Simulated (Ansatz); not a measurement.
**ZnS: energy against strain**

ZnS (wurtzite, P6_3mc, 20.185 Å³/atom at rest, c along z) under a strain ε along c (axis z), the other axes held. PBE in Ansatz, a plane-wave DFT program (PAW, default set), 420 eV, 10×10×5 Γ-centred mesh, Fermi-Dirac smearing 0.05 eV; ions are relaxed within the symmetry of each cell.

Here s stands for strain and y for E less E0.

```
strain (%)  E less E0 (meV/atom)
----------  --------------------
-1.20                       1.25
-0.60                       0.31
0.00                        0.00
0.60                        0.30
1.20                        1.20
3.00                           ?
```

Question: Using a parabola, estimate the missing y at s = 3.00 from the other rows, showing the fit.

Answer: Least squares gives y = -0.001 - 0.0183·s + 0.8512·s². Residuals (row less fit): 0.003, -0.006, 0.001, 0.006, -0.003; standard error 0.007 (degrees of freedom: 2). Twice the quadratic coefficient over the volume, 2 × 0.8512 meV × 10⁴ × 0.1602 / 20.185 Å³, is the elastic constant C33 = 135 ± 0.8 GPa. At the withheld row, y = -0.001 - 0.0183 × 3.0 + 0.8512 × 3.0² = 7.605 meV/atom. The calculation gives 7.35 meV/atom, 0.255 meV/atom below the prediction (3.5 % of the range of y in the table). The row lies outside the fitted rows, so this is an extrapolation. From the scatter of the fitted rows alone, a prediction at this place has a standard error of 0.044 meV/atom, so the miss is 5.8 times that.

One order more, fitted to all 11 runs of the series, follows each within 0.01, so the miss is the next term of a smooth law. ZnS is here the high-temperature form. Rows are the converged runs of the series near zero and its far end; series whose fitted rows scatter by over a few per cent of the range, as at a crossing or softening among them, aren't shown in this form. Most that stay on the fit to the last digits aren't either.
